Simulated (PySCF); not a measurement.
PySCF 2.14.0, R2SCAN/def2-svp, df: Cu(Br)(py) ([Br][Cu]<-[n]1ccccc1), 13 atoms. The geometry is a generated start, not checked to be a minimum at this level.

```json
{
  "task": "energy",
  "method": "r2scan",
  "basis": "def2-svp",
  "two_electron_scheme": "density fitting",
  "mol.max_memory": "3000 MB",
  "mf.max_cycle": "100",
  "mf.init_guess": "minao (default)",
  "mf.DIIS": "CDIIS (default)",
  "mf.diis_space": "8 (default)",
  "mf.conv_tol": "1e-09 (default)",
  "mf.grids.level": "3 (default)",
  "basis_functions": "172",
  "grid_points": "174600"
}
```

```xyz
13

Cu    -0.4244     2.1231    -1.7355
Br    -0.7603     3.8091    -3.1083
C      0.2910    -1.4478     1.1839
C      0.3908    -1.6199    -0.1895
C      0.1706    -0.5390    -1.0201
N     -0.1382     0.6812    -0.5577
C     -0.2346     0.8436     0.7695
C     -0.0286    -0.1867     1.6655
H      0.4573    -2.2736     1.8585
H      0.6356    -2.5794    -0.6153
H      0.2426    -0.6456    -2.0934
H     -0.4838     1.8358     1.1187
H     -0.1180    -0.0005     2.7237
```

Charge 0 and multiplicity 1 are set for this test and not shown to be the ground state.

One run each on 2 threads, 1 BLAS thread. Values of level_shift (Hartree) tried: 0 (default), 0.1, 0.3, 1.

**Question.** Which value of level_shift (Hartree) needs the fewest Fock builds, and what happens away from it?

**Answer.** Fewest Fock builds: 0.1 with 16. The count rises to 33 at 0.3. The run ends without SCF convergence in 100 cycles at 1.

```json
[
 {"level_shift (Hartree)": "0 (default)", "Fock builds": "22", "end": "same solution"},
 {"level_shift (Hartree)": "0.1", "Fock builds": "16", "end": "same solution"},
 {"level_shift (Hartree)": "0.3", "Fock builds": "33", "end": "same solution"},
 {"level_shift (Hartree)": "1", "Fock builds": "101", "end": "no convergence"}
]
```
